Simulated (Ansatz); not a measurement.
Start from TaN (space group Pm-3m, No. 221; a = 4.213 Å; a hypothetical phase, not in the database extracts checked). Axes: x, y, z lie along the cube axes.

The change: the cell is compressed by 1.00 % along z with no lateral relaxation, atoms relaxed at fixed cell.

Levels (all Ansatz, a first-principles code, PAW): PBEsol (420 eV, without spin-orbit coupling); PBEsol+SOC (420 eV, with spin-orbit coupling).

The geometry is relaxed with PBEsol.

```
Quantity          Result
---------------  -------
PBEsol pressure  3.1 GPa
```

Task: How does going to PBEsol+SOC change the pressure?

Result: The pressure decreases by 0.43 GPa (3.1 GPa → 2.6 GPa).

Single points use the geometry relaxed with PBEsol. The spin-orbit shifts are approximate. The cells carry an imposed strain or load. Whether these cells are dynamically stable was not tested. The runs without spin-orbit coupling are not spin-polarised.
